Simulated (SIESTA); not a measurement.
Input and output of a self-consistent single point for V₃Si (Pm-3n, 8 atoms in the cell) (SIESTA).

Computed with GGA PBE, numerical atomic orbitals DZP, PseudoDojo PBE standard norm-conserving potentials (rewritten from UPF to PSML) run with SIESTA.

The change in words: lattice scaled by 0.98. Reference geometry:
```yaml
crystal:
  lattice:
    - [4.61341, 0.00000, 0.00000]
    - [0.00000, 4.61341, 0.00000]
    - [0.00000, 0.00000, 4.61341]
  atoms:
    - { symbol: V, position: [0.25000, 0.00000, 0.50000], spin: 2.0 }
    - { symbol: V, position: [0.75000, 0.00000, 0.50000], spin: 2.0 }
    - { symbol: V, position: [0.50000, 0.75000, 0.00000], spin: 2.0 }
    - { symbol: V, position: [0.50000, 0.25000, 0.00000], spin: 2.0 }
    - { symbol: V, position: [0.00000, 0.50000, 0.75000], spin: 2.0 }
    - { symbol: V, position: [0.00000, 0.50000, 0.25000], spin: 2.0 }
    - { symbol: Si, position: [0.00000, 0.00000, 0.00000] }
    - { symbol: Si, position: [0.50000, 0.50000, 0.50000] }
```
(The spins are starting values, not results.)

Reference input (self-consistent single point, DFT, GGA PBE, numerical atomic orbitals DZP, PseudoDojo PBE standard norm-conserving potentials (rewritten from UPF to PSML)): XC.functional = GGA; XC.authors = PBE; potentials = PseudoDojo PBE standard; PAO.BasisSize = DZP; PAO.EnergyShift = 0.005 Ry; MeshCutoff = 400 Ry; kgrid.MonkhorstPack = 5 5 5; OccupationFunction = FD; ElectronicTemperature = 100 meV; Spin = polarized; DM.InitSpin = [1 +2.00, 2 +2.00, 3 +2.00, 4 +2.00, 5 +2.00, 6 +2.00, 7 +0.00, 8 +0.00]; MaxSCFIterations = 150. This run's input differs from it in these lines:

```diff
@@ -12,5 +12,5 @@
 %block LatticeVectors
-     8.718071952    0.000000000    0.000000000
-     0.000000000    8.718071952    0.000000000
-     0.000000000    0.000000000    8.718071952
+     8.543710702    0.000000000    0.000000000
+     0.000000000    8.543710702    0.000000000
+     0.000000000    0.000000000    8.543710702
 %endblock LatticeVectors
@@ -18,10 +18,10 @@
 %block AtomicCoordinatesAndAtomicSpecies
-     1.153351250    0.000000000    2.306702500  1
-     3.460053750    0.000000000    2.306702500  1
-     2.306702500    3.460053750    0.000000000  1
-     2.306702500    1.153351250    0.000000000  1
-     0.000000000    2.306702500    3.460053750  1
-     0.000000000    2.306702500    1.153351250  1
+     1.130284250    0.000000000    2.260568500  1
+     3.390852750    0.000000000    2.260568500  1
+     2.260568500    3.390852750    0.000000000  1
+     2.260568500    1.130284250    0.000000000  1
+     0.000000000    2.260568500    3.390852750  1
+     0.000000000    2.260568500    1.130284250  1
      0.000000000    0.000000000    0.000000000  2
-     2.306702500    2.306702500    2.306702500  2
+     2.260568500    2.260568500    2.260568500  2
 %endblock AtomicCoordinatesAndAtomicSpecies
```

Log, with long lists cut:

```
        iscf     Eharris(eV)        E_KS(eV)     FreeEng(eV)     dDmax    Ef(eV) dHmax(eV)
   scf:    1   -12154.335892   -12274.904175   -12275.114165  0.566528 -6.780988  6.464127
     spin moment: {S} , |S| = {        0.0        0.0    4.00959 }     4.00959
   scf:    2   -12280.124282   -12277.673835   -12277.893600  0.045236 -7.047552  4.787607
     spin moment: {S} , |S| = {        0.0        0.0    3.96909 }     3.96909
   scf:    3   -12281.481083   -12280.576017   -12280.818142  0.103367 -7.758890  0.849538
     spin moment: {S} , |S| = {        0.0        0.0    3.64866 }     3.64866
   [... lines left out ...]
     spin moment: {S} , |S| = {        0.0        0.0    0.13188 }     0.13188
   scf:   14   -12281.082436   -12281.081889   -12281.423697  0.005999 -8.075981  0.002497
     spin moment: {S} , |S| = {        0.0        0.0    0.01851 }     0.01851
   scf:   15   -12281.081954   -12281.081916   -12281.423703  0.000840 -8.075722  0.000428
     spin moment: {S} , |S| = {        0.0        0.0    0.00186 }     0.00186
   scf:   16   -12281.081919   -12281.081917   -12281.423703  0.000039 -8.075686  0.000318
     spin moment: {S} , |S| = {        0.0        0.0    0.00098 }     0.00098
SCF Convergence by DM+H criterion
max |DM_out - DM_in|         :     0.0000386141
max |H_out - H_in|      (eV) :     0.0003184639
SCF cycle converged after 16 iterations

Using DM_out to compute the final energy and forces

siesta: E_KS(eV) =           -12281.0819

siesta: E_KS - E_eggbox =    -12281.0819

siesta: Atomic forces (eV/Ang):
     1   -0.000002    0.000001   -0.000000
     2    0.000002    0.000001   -0.000000
     3   -0.000000   -0.000002    0.000000
     4   -0.000000    0.000002    0.000000
     5    0.000000   -0.000001    0.000000
     6    0.000000   -0.000001   -0.000000
     7    0.000001    0.000001    0.000001
     8   -0.000001   -0.000001   -0.000001
   Tot   -0.000000    0.000000   -0.000000
   Max    0.000002
   Res    0.000001    sqrt( Sum f_i^2 / 3N )
   Max    0.000002    constrained

   [... lines left out ...]
siesta: FreeEng =    -12281.423703
siesta: Cell volume =         92.415114 Ang**3
siesta:         288.43551092        288.43557826  kBar
   [... lines left out ...]
     1     0.044710   12.955290    0.000093  V
     2     0.044707   12.955293    0.000093  V
     3     0.044707   12.955293    0.000093  V
     4     0.044711   12.955289    0.000093  V
     5     0.044711   12.955289    0.000093  V
     6     0.044713   12.955287    0.000093  V
     7    -0.134130    4.134130    0.000212  Si
     8    -0.134130    4.134130    0.000212  Si
 Total    -0.000000                0.000980
```

The run converged in 16 iterations. Against the reference run the free energy goes up by 89.9 meV/atom and the pressure goes from 11.99 to 28.84 GPa.

The starting cell comes from a database of computed structures (which also holds hypothetical and non-ambient phases and stackings), without a prior relaxation at this level. Its lattice was rescaled by a random factor within 2.5 % of one. For this run, on top of that: lattice scaled by 0.98. The starting moments vanished: the run ended non-magnetic, which need not be the lowest state. Values carry the incompleteness of an atom-centred basis. With a pressure of about 29 GPa the cell is away from its equilibrium volume at this level.

Cost on one core of a shared machine: roughly 8 min.
